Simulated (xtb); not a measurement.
xtb 6.7.1, GFN1-xTB: B(OMe)3 (COB(OC)OC), 16 atoms. The geometry is a generated start, not checked to be a minimum at this level.

| Item | Result |
|---|---|
| run flags | --grad |
| method | GFN1-xTB |
| --acc | 1 (default) |
| --etemp (K) | 300 (default) |
| basis functions | 46 |
| valence electrons | 42 |

```xyz
16

B     -0.0052    -0.0156     0.0067
O      0.8333     0.9028     0.5642
C      0.7928     2.2605     0.1819
H     -0.1231     2.7334     0.5456
H      1.6612     2.7438     0.6297
H      0.8275     2.3581    -0.9053
O      0.0831    -1.3259     0.3852
C      1.0085    -1.7324     1.3683
H      0.7427    -1.3119     2.3405
H      0.9702    -2.8215     1.4134
H      2.0170    -1.4026     1.1127
O     -0.9155     0.3776    -0.9246
C     -1.7996    -0.5260    -1.5537
H     -1.7025    -1.5264    -1.1323
H     -2.8190    -0.1617    -1.4104
H     -1.5714    -0.5522    -2.6218
```

One run each on 1 thread. Values of broydamp tried: 0.02, 0.05, 0.1, 0.2, 0.4 (default), 0.6, 0.8, 1.

Problem. How does the count of SCC iterations change with broydamp, and where is it least?

Solution. Fewest SCC iterations: 0.6 with 9. The count rises to 22 at 0.02. All converge to one solution.

```csv
broydamp,SCC iterations,end
0.02,22,same solution
0.05,16,same solution
0.1,16,same solution
0.2,15,same solution
0.4 (default),11,same solution
0.6,9,same solution
0.8,11,same solution
1,13,same solution
```
